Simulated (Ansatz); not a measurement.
## Point-defect migration in rock-salt NaCl

Some mobile defects of rock-salt NaCl. Level of theory: PBE, PAW (plane waves to 420 eV; Ansatz, a program for electronic structure).

Each figure is the lowest single hop between equivalent sites among the routes that converged and passed our checks, counted from the lowest site run. It need not be the barrier to long-range diffusion, and untried routes may lie lower. Climbing-image NEB, static nuclei, fixed cells, no finite-size correction; on the finer meshes named, energies are single points at the band's geometries. Saddle orders were checked for a part of the study's bands only and are not shown. Vacancies start on their lattice site; split forms were not set up. Charge states are imposed.

```
Defect                                                   Route  Hop (Å)  Direction in the unit cell                              Neighbours at the saddle                     Cell  Barrier (eV)
--------------------------  ----------------------------------  -------  --------------------------  ----------------------------------------------------  -----------------------  ------------
interstitial Li, charge +1                   Li moves farthest     2.84          (0.00, 0.50, 0.00)                2 Cl at 2.15; Na at 2.69, Na at 2.71 Å  64 sites, 2×2×2 shifted             ?
interstitial Cl, charge -1                   Cl moves farthest     2.85        (-0.01, -0.50, 0.00)  Cl at 2.98, Cl at 2.99; 2 Na at 2.44, 2 Na at 3.12 Å  64 sites, 2×2×2 shifted          0.45
Na vacancy, charge -1       a nearby Na jumps into the vacancy     3.85        (0.00, -0.48, -0.48)                                        2 Cl at 2.49 Å  64 sites, 2×2×2 shifted          0.62
interstitial H, charge +1                     H moves farthest     2.04        (0.00, -0.25, -0.25)                                          Cl at 1.33 Å  64 sites, 2×2×2 shifted          0.26
interstitial Na, charge +1                   Na moves farthest     2.83          (0.00, 0.50, 0.00)  2 Cl at 2.43, 2 Cl at 3.14; Na at 2.74, Na at 2.78 Å  64 sites, 2×2×2 shifted          0.45
Cl vacancy, charge +1       a nearby Cl jumps into the vacancy     3.83          (0.00, 0.48, 0.48)                                        2 Na at 2.51 Å  64 sites, 2×2×2 shifted          0.72
```

Problem. Complete the blanks.

Solution. 
- interstitial Li, charge +1, Barrier (eV): 0.80
